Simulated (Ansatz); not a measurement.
# Fermi-surface data of AuCd (Pmma)

Data:

```xyz
4
Lattice="4.7511 0.0000 0.0000 0.0000 2.9840 0.0000 0.0000 0.0000 5.1270" Properties=species:S:1:pos:R:3 pbc="T T T"
Cd     3.5633     0.0000     1.6191
Cd     1.1878     0.0000     3.5079
Au     3.5633     1.4920     4.2075
Au     1.1878     1.4920     0.9195
```

Computed with PBEsol with spin-orbit coupling, rigid bands (plane waves, PAW; Ansatz, an electronic-structure program). Condition of this run: spin-orbit coupling switched on. How the cell was made: cell and atoms relaxed with PBEsol.

| Item | Result |
|---|---|
| density of states at the Fermi level | 1.21 states/(eV·cell), both spins |
| bare Sommerfeld coefficient | 0.72 mJ/(mol of atoms·K²) |
| Drude plasma energy | 8.8 (x), 8.5 (y), 8.4 (z) eV |
| root-mean-square Fermi velocity | 1.3e6 m/s |
| resistivity times τ | 6.3 (x), 6.8 (y), 7.0 (z) ×10⁻²² Ω·m·s |

A metal at this level (no band gap); rigid bands, thermally averaged at 300 K, both spins. τ is one relaxation time for all states.

Formula and space group known from diffraction (Crystallography Open Database), not checked to be the room-temperature form: AuCd (Pmma).
